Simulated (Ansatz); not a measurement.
The starting structures come from a database of crystals and need not be the phases stable at ambient conditions.

 Where the default PAW files enter, the runs use the earlier of Ansatz's two default sets.

Here is the system:

```
CdBr2
1.0
    3.99770     0.00000     0.00000
   -1.99885     3.46211     0.00000
    1.99885     1.15404     6.31004
Cd Br
1 2
Direct
  0.00000   0.00000   0.00000
  0.50010   0.25005   0.24985
  0.49990   0.74995   0.75015
```

Space group of this cell: R-3m. The cell was relaxed by PBE-D3(BJ).

Transport runs along the normal of the first two printed cell vectors, the (001) plane of the conventional cell.

The gap is the functional's own. No spin-orbit coupling. Mid-gap values are interpolated on the energy grid.

Q: Give the band gap and the smallest decay constant κ at mid-gap that r2SCAN in Ansatz (a program for electronic structure) yields.

A: Gap 3.39 eV on a 10×10×10 mesh; κ = 0.255 1/Å, at the zone centre.
